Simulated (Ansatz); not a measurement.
**Response to strain in C**

Start from C in the diamond structure (space group Fd-3m, No. 227).

```xyz
2
Lattice="0.0000 1.7801 1.7801 1.7801 0.0000 1.7801 1.7801 1.7801 0.0000" Properties=species:S:1:pos:R:3 pbc="T T T"
C      0.0000     0.0000     0.0000
C      0.8901     0.8901     0.8901
```

Cartesian axes are those of the cell as printed.

Strains are applied to the cell and any free atomic positions relax.

Calculations: Ansatz (a program for electronic structure), r2SCAN, PAW, cutoff 500 eV, no spin-orbit coupling.

Candidates:
(a) tensor shear ε_yz = +3.39 %
(b) uniaxial strain ε_xx = +3.77 %
(c) uniaxial strain ε_xx = +0.79 %
(d) uniaxial strain ε_zz = −4.26 %
(e) strain tensor (xx, yy, zz, yz, xz, xy) = (+0.05, −0.57, −0.80, −1.62, −0.08, −0.13) %

Notes on the quantities. energy relative to the base: free energy F.

Q: Order them by energy relative to the base, lowest first.

A: (c) uniaxial strain ε_xx = +0.79 % (+1.2 meV/atom), (e) strain tensor (xx, yy, zz, yz, xz, xy) = (+0.05, −0.57, −0.80, −1.62, −0.08, −0.13) % (+13 meV/atom), (b) uniaxial strain ε_xx = +3.77 % (+27 meV/atom), (d) uniaxial strain ε_zz = −4.26 % (+37 meV/atom), (a) tensor shear ε_yz = +3.39 % (+48 meV/atom)

No phonon test of stability was made.
